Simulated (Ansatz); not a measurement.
# Effect of uniaxial strain ε_xx = −1.19 % on PbSe

Start from PbSe in the rock salt structure (space group Fm-3m, No. 225; a = 6.1777 Å). Axes: x, y, z lie along the cube axes.

One thing is altered: uniaxial strain ε_xx = −1.19 %, all other strain components held at zero; the atoms relax in the strained cell.

Level of theory: r2SCAN, PAW, 500 eV (Ansatz, a first-principles code; no SOC), earlier PAW set. k-mesh 9×9×9 (Γ-centred); smearing 0.05 eV (Fermi–Dirac).

```tsv
quantity	base	changed	shift
volume per atom	29.47 Å³	29.12 Å³	-0.35 Å³
space group	Fm-3m (No. 225)	I4/mmm (No. 139)	–
energy relative to the base (free energy F)	0 meV/atom	+1.7 meV/atom	+1.7 meV/atom
band gap	0.67 eV	0.63 eV	-0.04 eV
gap character	–	direct at N	–
electron mass	0.19 mₑ along k, 0.14 mₑ across (at L)	0.19 mₑ along k, 0.14 mₑ across (at L)	–
valley order (the lowest conduction-band minima on the path, energy above the VBM, named in the base's zone)	L along ⟨111⟩ 0.67 eV; a point along ⟨110⟩, about 0.6 Å⁻¹ from Γ 1.47 eV	L along [1-1-1] 0.63 eV; a point along [011], about 0.6 Å⁻¹ from Γ 1.44 eV	–
stress (xx, yy, zz, yz, xz, xy; compression positive)	–	(1.63, 0.15, 0.15, 0.00, 0.00, 0.00) GPa	–
```

Final structure:

```xyz
2
Lattice="0.0000 3.0889 3.0889 3.0521 0.0000 3.0889 3.0521 3.0889 0.0000" Properties=species:S:1:pos:R:3 pbc="T T T"
Se     0.0000     0.0000     0.0000
Pb     3.0521     3.0889     3.0889
```

With Pb present, leaving out spin-orbit coupling can change the band edges. Effective masses come from finite differences of ±0.01 Å⁻¹. Along k means along the line from Γ to the band edge. Stability against distortions was not tested. Labels are those of the standard path for the cell's own space group.
